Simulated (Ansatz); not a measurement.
The starting structures come from a database of crystals and need not be the phases stable at ambient conditions.

 Where the default PAW files enter, the runs use the earlier of Ansatz's two default sets.

The decay constant κ of evanescent states in the gap governs leakage through a thin film.

Input:

```xyz
5
Lattice="5.2349 0.0000 0.0000 0.0000 7.4033 0.0000 0.0000 3.7017 3.7017" Properties=species:S:1:pos:R:3 pbc="T T T"
Sr     0.0000     3.7017     0.0000
Sr     2.6175     1.8508     1.8508
Sr     2.6175     5.5525     1.8508
Bi     0.0000     0.0000     0.0000
N      2.6175     3.7017     0.0000
```

Space group of this cell: Pm-3m, anti-perovskite. The cell is taken as given.

Transport runs along the normal of the first two printed cell vectors, the (110) plane of the conventional cell.

The gap is the functional's own, uncorrected, and κ follows it; spin-orbit coupling is left out. Mid-gap values are interpolated between the computed energies.

Question: Predict the band gap and the smallest decay constant κ at mid-gap from r2SCAN in Ansatz (a program for electronic structure).

Answer: Gap 0.61 eV on a 8×8×8 mesh; κ = 0.069 1/Å, at the zone centre.
